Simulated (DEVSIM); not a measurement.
Structure: illuminated Si p-on-n cell, one wavelength, at 350 K.

```
layer (left to right)  material  thickness (μm)  Nd (cm⁻³)  Na (cm⁻³)  τn (s)  τp (s)  absorption coefficient (cm⁻¹)
---------------------  --------  --------------  ---------  ---------  ------  ------  -----------------------------
1                            Si           0.370          -     1.8e19    1e-6  1.4e-6                          34000
2                            Si             160       2e15          -  3.5e-6  3.5e-6                          34000
```

Left contact: ohmic, minority electron recombination velocity 400 cm/s. Right contact: ohmic, minority hole recombination velocity 7e6 cm/s. Voltage is applied to the left contact. Recombination: SRH at mid-gap, radiative, Auger. Gap narrowing is on: ΔEg = 6.92 meV × (l + √(l² + 0.5)), l = ln(N/1.3e17 cm⁻³), shared equally by both band edges. Light enters at the left, 6.2e17 photons cm⁻² s⁻¹, one pass, no reflection. Mobility is constant in doping. Where it depends on doping, it is μmin + (μ − μmin)/(1 + (N/Nref)^α).

The device is made up for the run: typed textbook-type constants, with dimensions and the other settings drawn at random. Values at 300 K; Nc and Nv go as T^1.5, mobilities as T to minus their exponent, the gap by Varshni's rule with the affinity fixed. The table also holds parameters that only a changed run uses.

| parameter | Si |
|---|---|
| gap (eV) | 1.124 |
| affinity (eV) | 4.05 |
| permittivity | 11.7 |
| Nc (cm⁻³) | 2.86e19 |
| Nv (cm⁻³) | 3.1e19 |
| μn (cm²/Vs) | 1417 |
| μp (cm²/Vs) | 470 |
| μn,min | 52 |
| μp,min | 45 |
| Nref,n | 9.7e16 |
| Nref,p | 2.2e17 |
| αn | 0.68 |
| αp | 0.72 |
| T exponent of μn | 2.3 |
| T exponent of μp | 2.2 |
| B (cm³/s) | 4.7e-15 |
| Cn (cm⁶/s) | 2.8e-31 |
| Cp (cm⁶/s) | 9.9e-32 |
| Varshni α (eV/K) | 0.000473 |
| Varshni β (K) | 636 |

DEVSIM, 1D drift-diffusion, Boltzmann statistics, complete ionisation; no tunnelling, impact ionisation, image-force lowering or self-heating.

Base results: short-circuit current (mA/cm²) 99.1; potential step across the device at zero bias (V) 0.757; open-circuit voltage (V) 0.469; dark forward voltage at 1 A/cm² (V) 0.580.

Problem. What follows from this one change: recombination velocity at the left contact 400 → 10000 cm/s?

Solution. short-circuit current 99.1 → 98.6 mA/cm²; potential step across the device at zero bias little changed (0.757 V); open-circuit voltage little changed (0.468 V); dark forward voltage at 1 A/cm² little changed (0.579 V).

Problem. What follows from this one change: minority lifetime in layer 2 3.5e-06 → 3.5e-05 s?

Solution. short-circuit current little changed (99.1 mA/cm²); potential step across the device at zero bias little changed (0.757 V); open-circuit voltage 0.469 → 0.493 V; dark forward voltage at 1 A/cm² 0.580 → 0.591 V.

Problem. What follows from this one change: photon flux 6.2e+17 → 1.9e+16 cm^-2 s^-1?

Solution. short-circuit current 99.1 → 3.04 mA/cm²; potential step across the device at zero bias little changed (0.757 V); open-circuit voltage 0.469 → 0.359 V; dark forward voltage at 1 A/cm² little changed (0.580 V).

Problem. What follows from this one change: doping-dependent mobility in place of the constant one?

Solution. short-circuit current 99.1 → 98.4 mA/cm²; potential step across the device at zero bias little changed (0.757 V); open-circuit voltage little changed (0.469 V); dark forward voltage at 1 A/cm² little changed (0.582 V).
